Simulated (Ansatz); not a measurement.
Levels about the gap of amorphous Si24O51B2 (77 atoms in a cell of 1150 Å³, 2.18 g/cm³; zone centre alone, so wide bands show as single levels with stretches between that a denser mesh fills), at the geometry that PBE relaxed, where it gives -0.2 GPa on a denser mesh. The participation number counts the atoms over which a state spreads; weights are charges in smoothed Voronoi cells. The levels come from a single point, so bond lengths are those of that geometry. Method of the levels: PBE, scalar-relativistic without spin-orbit coupling (Ansatz, a quantum-chemistry and plane-wave program). Sampling: the zone centre alone; Fermi-Dirac width 0.02 eV; no spin polarisation. At PBE the levels at the filled edge of the gap are localised (band-tail or defect states), and the nearest spread-out levels lie 5.5 eV apart at the zone centre.

The cell was made by melting and quenching with the CHGNet potential and then relaxed with DFT. O atoms were pushed apart under 1.9 Å during the dynamics, to hinder bonds among them. The hot cell started wider than the set density and was brought back towards it in steps. It is the lowest in DFT energy of 2 quenches. It is a model cell: composition and starting density were chosen by hand, and all elements were melted together. No dispersion term was used. Its density started from a set value of 2.18 and ended at 2.18 g/cm³. The quench (nominally 480 K/ps over its main leg) was far faster than any real one, so the model tends to hold more defects than a real film. One small periodic cell is one sample of the glass; other quenches scatter about these values. The volume was held where the preparation left it and the shape relaxed, at a PBE pressure of -0.2 GPa (tension).

```json
[
 {"E - E(highest filled), eV": "-0.38", "filling": "filled", "participation number": "25.1", "largest on": "O, 2 neighbours", "weight O": "0.96", "weight Si": "0.04", "weight B": "0.00"},
 {"E - E(highest filled), eV": "-0.32", "filling": "filled", "participation number": "26.2", "largest on": "O, 2 neighbours", "weight O": "0.96", "weight Si": "0.04", "weight B": "0.00"},
 {"E - E(highest filled), eV": "-0.30", "filling": "filled", "participation number": "20.8", "largest on": "O, 2 neighbours", "weight O": "0.97", "weight Si": "0.03", "weight B": "0.00"},
 {"E - E(highest filled), eV": "-0.23", "filling": "filled", "participation number": "11.7", "largest on": "O, 2 neighbours", "weight O": "0.96", "weight Si": "0.03", "weight B": "0.01"},
 {"E - E(highest filled), eV": "-0.21", "filling": "filled", "participation number": "13.6", "largest on": "O, 2 neighbours", "weight O": "0.96", "weight Si": "0.04", "weight B": "0.00"},
 {"E - E(highest filled), eV": "-0.13", "filling": "filled", "participation number": "4.3", "largest on": "O, 2 neighbours", "weight O": "0.96", "weight Si": "0.04", "weight B": "0.00"},
 {"E - E(highest filled), eV": "0.00", "filling": "filled", "participation number": "3.5", "largest on": "O, 2 neighbours", "weight O": "0.96", "weight Si": "0.04", "weight B": "0.00"},
 {"E - E(highest filled), eV": "5.18", "filling": "empty", "participation number": "69.7", "largest on": "O, 2 neighbours", "weight O": "0.71", "weight Si": "0.28", "weight B": "0.01"},
 {"E - E(highest filled), eV": "6.64", "filling": "empty", "participation number": "43.9", "largest on": "Si, 4 neighbours", "weight O": "0.66", "weight Si": "0.34", "weight B": "0.01"},
 {"E - E(highest filled), eV": "6.76", "filling": "empty", "participation number": "40.3", "largest on": "Si, 4 neighbours", "weight O": "0.63", "weight Si": "0.36", "weight B": "0.01"},
 {"E - E(highest filled), eV": "6.91", "filling": "empty", "participation number": "43.6", "largest on": "Si, 4 neighbours", "weight O": "0.65", "weight Si": "0.34", "weight B": "0.01"},
 {"E - E(highest filled), eV": "6.99", "filling": "empty", "participation number": "51.4", "largest on": "Si, 4 neighbours", "weight O": "0.67", "weight Si": "0.30", "weight B": "0.04"}
]
```

Most localised among these is the filled level at +0.00 eV, on a O atom, which has 2 neighbours (Si 1.67 Å, Si 1.68 Å).
